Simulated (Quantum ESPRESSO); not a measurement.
Input and output of a self-consistent single point for YbBPd₃ (Pm-3m, 5 atoms in the cell) (Quantum ESPRESSO).

Method: PBEsol, SSSP 1.1.2 efficiency (PBE) pseudopotentials (plane waves; Quantum ESPRESSO 7.5).

```xyz
5
Lattice="4.2661 0.0000 0.0000 0.0000 4.2661 0.0000 0.0000 0.0000 4.2661" Properties=species:S:1:pos:R:3 pbc="T T T"
Yb     0.0000     0.0000     0.0000
B      2.1331     2.1331     2.1331
Pd     2.1331     0.0000     2.1331
Pd     0.0000     2.1331     2.1331
Pd     2.1331     2.1331     0.0000
```

Reference input (self-consistent single point, DFT, PBEsol, plane waves, SSSP 1.1.2 efficiency (PBE) pseudopotentials): ecutwfc = 60 Ry; ecutrho = 480 Ry; occupations = smearing; smearing = cold; degauss = 0.0099958 Ry; input_dft = pbesol; potentials = {Yb: Yb.GGA-PBE-paw-v1.0.UPF, B: b_pbe_v1.4.uspp.F.UPF, Pd: Pd_ONCV_PBE-1.0.oncvpsp.upf}; K_POINTS = automatic 5 5 5 0 0 0; conv_thr = 1e-11 Ry. This run's input differs from it in these lines:

```diff
@@ -15,4 +15,4 @@
   occupations = 'smearing'
-  smearing = 'cold'
-  degauss = 0.0099958
+  smearing = 'mp'
+  degauss = 0.02205
   input_dft = 'pbesol'
```

The program printed (abridged):

```
     Self-consistent Calculation

     iteration #  1     ecut=    60.00 Ry     beta= 0.70

     Threshold (ethr) on eigenvalues was too large:
     Diagonalizing with lowered threshold

     total energy              =   -1767.62865229 Ry
     estimated scf accuracy    <       0.31530401 Ry

     iteration #  2     ecut=    60.00 Ry     beta= 0.70

     total energy              =   -1765.01477285 Ry
     estimated scf accuracy    <     103.07817446 Ry

     iteration #  3     ecut=    60.00 Ry     beta= 0.70

     total energy              =   -1767.90769039 Ry
     estimated scf accuracy    <       0.20292213 Ry

   [... 38 blocks of this kind left out ...]

     iteration # 42     ecut=    60.00 Ry     beta= 0.70

     total energy              =   -1767.97733984 Ry
     estimated scf accuracy    <          2.2E-10 Ry

     iteration # 43     ecut=    60.00 Ry     beta= 0.70
     End of self-consistent calculation

     the Fermi energy is    18.0884 ev

!    total energy              =   -1767.97733984 Ry
     estimated scf accuracy    <          5.2E-13 Ry
     smearing contrib. (-TS)   =       0.00441260 Ry
     internal energy E=F+TS    =   -1767.98175244 Ry

     convergence has been achieved in  43 iterations

     Forces acting on atoms (cartesian axes, Ry/au):

     atom    1 type  1   force =     0.00000000    0.00000000    0.00000000
   [... zero for the other atoms too ...]

     Total force =     0.000000     Total SCF correction =     0.000000

          total   stress  (Ry/bohr**3)                   (kbar)     P=      -28.02
  -0.00019049   0.00000000   0.00000000          -28.02        0.00        0.00
   0.00000000  -0.00019049   0.00000000            0.00      -28.02        0.00
   0.00000000   0.00000000  -0.00019049            0.00        0.00      -28.02

   JOB DONE.
```

The run converged in 43 iterations. Against the reference run the free energy drops by 6.8 meV/atom and the pressure goes from -3.01 to -2.80 GPa.

The starting cell comes from a database of computed structures (which also holds hypothetical and non-ambient phases and stackings), without a prior relaxation at this level. Its lattice was rescaled by a random factor within 2.5 % of one. Spin polarisation is off.

Cost on one core of a shared machine: roughly 5 min.
